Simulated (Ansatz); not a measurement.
Formation energy of the localised charge states of Si vacancy + Sb interstitial + Si interstitial in silicon (start: a built cluster, 2.4 Å across; 216-site cell, 2×2×2 shifted sampling) against the Fermi level, host crystal and elements as references (Δμ(Sb) = 0.00 eV; Sb taken from its element, since no compound that bounds it was computed at this level; only phases computed here count, gases as isolated molecules at 0 K). All values below come from PBE, PAW (plane waves to 420 eV; Ansatz, a program for electronic structure).

Charges with a result: +1, 0, −1. Others weren't obtained, and one of them could lie lower, also by skipping a charge.

Details: 216-site cell; 2×2×2 shifted k-points; host gap 0.61 eV; charged states image-corrected; no spin–orbit coupling; not converged in cell size.

Left out: charge −1 (level within 0.1 eV of a band edge or past it).

```csv
E_F − E_VBM (eV),q = +1,q = 0
0.00,4.16,4.49
0.08,4.24,4.49
0.15,4.31,4.49
0.23,4.39,4.49
0.30,4.46,4.49
0.38,4.54,4.49
0.46,4.62,4.49
0.53,4.69,4.49
0.61,4.77,4.49
```

Crossings of the lowest lines: (+1/0) at 0.33 eV.
